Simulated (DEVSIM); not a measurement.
System: Si p+/n-/n+ power diode, at 250 K.

Layer 1 from the left is Si, thickness (μm) 4.40, Na (cm⁻³) 9e18, τn (s) 1.5e-5, τp (s) 1.5e-5. Layer 2 from the left is Si, thickness (μm) 3.30, Nd (cm⁻³) 2.5e15, τn (s) 1.5e-5, τp (s) 1.5e-5. Layer 3 from the left is Si, thickness (μm) 2.90, Nd (cm⁻³) 2.7e18, τn (s) 1.5e-5, τp (s) 1.5e-5.

Left contact: ohmic. Right contact: ohmic. Voltage is applied to the left contact. Recombination: SRH at mid-gap, radiative. Mobility is μmin + (μ − μmin)/(1 + (N/Nref)^α).

Constants are typed, rounded textbook-type inputs, not results; the design itself was drawn at random and stands for no fabricated device. Values at 300 K; Nc and Nv go as T^1.5, mobilities as T to minus their exponent, the gap by Varshni's rule with the affinity fixed.

Si: gap (eV) 1.124, affinity (eV) 4.05, permittivity 11.7, Nc (cm⁻³) 2.86e19, Nv (cm⁻³) 3.1e19, μn (cm²/Vs) 1417, μp (cm²/Vs) 470, μn,min 52, μp,min 45, Nref,n 9.7e16, Nref,p 2.2e17, αn 0.68, αp 0.72, T exponent of μn 2.3, T exponent of μp 2.2, B (cm³/s) 4.7e-15, Varshni α (eV/K) 0.000473, Varshni β (K) 636.

DEVSIM, 1D drift-diffusion, Boltzmann statistics, complete ionisation; no tunnelling, impact ionisation, image-force lowering or self-heating.

### Question
What does the simulation give for the dark forward voltage at 1 A/cm², the dark forward voltage at 100 A/cm²?

### Answer
dark forward voltage at 1 A/cm² 0.858 V; dark forward voltage at 100 A/cm² 0.960 V.
